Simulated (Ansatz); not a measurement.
Functionals compared on the (221) surface of tetragonal indium in its 1x1 cell, outermost plane spacing 0.57 Å in the ideal cut, in Ansatz (plane waves, PAW). The structure was relaxed with PBE; the other rows are single points on it. Cutoff 420 eV (500 eV for r2SCAN).

Set-up: 19 atoms, 10.3 Å thick at the start (thin: gaps and levels are the slab's own); mesh 8x4x1; 0.1 eV smearing; dipole correction on; all atoms relaxed; held to the part of the start's symmetry that mesh and held atoms allow; no spin, no spin-orbit, no U. These notes are the PBE run's.

| functional | work function of the top face (eV) | rough cost of the single point |
|---|---|---|
| PBE | 3.87 | – |
| LDA | 4.15 | around 5 core-minutes (rough) |
| PBEsol | 3.96 | around 5 core-minutes (rough) |
| RPBE | 3.75 | roughly 2.3 core-minutes |
| r2SCAN | 4.00 | very roughly 4 core-minutes |

Ansatz is an electronic-structure program.
